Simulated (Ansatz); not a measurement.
Defect: interstitial O in fcc Cu, neutral cell. All values below come from PBE, PAW (plane waves to 420 eV; Ansatz, a first-principles code).

32-site cell at the relaxed PBE lattice, a 2×2×2 k-point mesh shifted by half a step, smearing 0.10 eV, spin-restricted, no finite-size correction. Static, classical nuclei. Sites that were not tried may lie lower.

Barriers: single points on a 4×4×4 k-point mesh shifted by half a step at the bands' geometries.

Relaxed starting cell (atoms counted from 1):

```yaml
crystal:
  lattice:
    - [7.26000, 0.00000, 0.00000]
    - [0.00000, 7.26000, 0.00000]
    - [0.00000, 0.00000, 7.26000]
  atoms:
    - { symbol: Cu, position: [0.99747, 0.99755, 0.99896] }
    - { symbol: Cu, position: [0.99735, 0.99747, 0.50336] }
    - { symbol: Cu, position: [0.99741, 0.50190, 0.99890] }
    - { symbol: Cu, position: [0.99732, 0.50196, 0.50339] }
    - { symbol: Cu, position: [0.50180, 0.99750, 0.99894] }
    - { symbol: Cu, position: [0.50189, 0.99742, 0.50340] }
    - { symbol: Cu, position: [0.50179, 0.50190, 0.99890] }
    - { symbol: Cu, position: [0.50185, 0.50198, 0.50339] }
    - { symbol: Cu, position: [0.97377, 0.24978, 0.25119] }
    - { symbol: Cu, position: [0.99383, 0.24972, 0.75113] }
    - { symbol: Cu, position: [0.99391, 0.74975, 0.25112] }
    - { symbol: Cu, position: [0.99895, 0.74972, 0.75119] }
    - { symbol: Cu, position: [0.52533, 0.24978, 0.25137] }
    - { symbol: Cu, position: [0.50537, 0.24969, 0.75101] }
    - { symbol: Cu, position: [0.50530, 0.74962, 0.25111] }
    - { symbol: Cu, position: [0.50028, 0.74972, 0.75120] }
    - { symbol: Cu, position: [0.24977, 0.97381, 0.25137] }
    - { symbol: Cu, position: [0.24960, 0.99395, 0.75107] }
    - { symbol: Cu, position: [0.24950, 0.52551, 0.25127] }
    - { symbol: Cu, position: [0.24960, 0.50544, 0.75106] }
    - { symbol: Cu, position: [0.74958, 0.99410, 0.25111] }
    - { symbol: Cu, position: [0.74963, 0.99904, 0.75121] }
    - { symbol: Cu, position: [0.74959, 0.50537, 0.25110] }
    - { symbol: Cu, position: [0.74959, 0.50040, 0.75119] }
    - { symbol: Cu, position: [0.24975, 0.24971, 0.97495] }
    - { symbol: Cu, position: [0.24953, 0.24968, 0.52695] }
    - { symbol: Cu, position: [0.24960, 0.74970, 0.99554] }
    - { symbol: Cu, position: [0.24959, 0.74967, 0.50683] }
    - { symbol: Cu, position: [0.74953, 0.24971, 0.99555] }
    - { symbol: Cu, position: [0.74962, 0.24970, 0.50678] }
    - { symbol: Cu, position: [0.74963, 0.74974, 0.00051] }
    - { symbol: Cu, position: [0.74962, 0.74973, 0.50180] }
    - { symbol: O, position: [0.24952, 0.24962, 0.25083] }
```

End state 1 differs by these moves (Å; atoms that move under 0.08 Å are left out):

```tsv
atom	element	Δx	Δy	Δz
1	Cu	-0.16	-0.15	-0.15
9	Cu	0.02	0.16	0.16
13	Cu	-0.15	0.01	0.01
17	Cu	0.16	0.02	0.17
19	Cu	0.01	-0.15	0.01
25	Cu	0.16	0.17	0.02
26	Cu	0.01	0.01	-0.15
33	O	-0.90	-0.91	-0.91
```

**Question.** Estimate the forward and backward barriers to end state 1 that PBE, PAW returns for this input.

**Answer.** forward 0.46 eV, backward 0.21 eV; at the saddle point atom 33 has neighbours 3 Cu at 1.86, Cu at 2.17 Å. The saddle point's order was not checked, and it lies on a symmetry element of the cell, where a band can be held.
